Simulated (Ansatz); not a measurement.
CsCl-type AuZn (cubic form, which distorts at low temperature), treated with r²SCAN+rVV10 (PAW; Ansatz, an electronic-structure program).

Settings: plane-wave cutoff 560 eV, 18×18×18 k mesh, Fermi–Dirac smearing 0.05 eV, scalar-relativistic PAW data made under PBE.

Equation-of-state points:

```
V (Å³/atom)  E − E_lowest (meV/atom)  P (GPa)
-----------  -----------------------  -------
14.448                         28.24    10.50
14.756                         11.97     6.54
15.063                          2.84     3.05
15.371                          0.00    -0.02
15.678                          2.70    -2.73
15.985                         10.27    -5.11
16.293                         22.13    -7.20
```

Estimate the bulk modulus from the pressures at 15.063 and 15.678 Å³/atom, and compare it with a fit to all energies.

B = −V dP/dV. Between V = 15.063 and 15.678 Å³/atom, dP/dV = (-2.73 − (3.05))/(15.678 − 15.063) = -9.40 GPa per Å³/atom; at the midpoint 15.370 Å³/atom this gives B ≈ 144 GPa. The third-order Birch–Murnaghan fit gives V0 = 15.368 Å³/atom, B0 = 144 GPa, B′ = 5.4, which lies within 1 % of that estimate.

Measured, for comparison: bulk modulus 131 GPa (temperature not stated, no zero-point or thermal correction; as tabulated in Nepal et al. (2020), arXiv:2007.11150). Computed (rounded) less measured: bulk modulus +10 %. A static lattice is as a rule a little smaller and stiffer than an uncorrected measurement, which narrows the difference in the bulk modulus and would widen misses of the other sign.

Note: symmetry holds this phase in the static calculation, where it need not be a minimum.

Spin–orbit coupling is not included; it can shift volumes and moduli of such heavy elements.
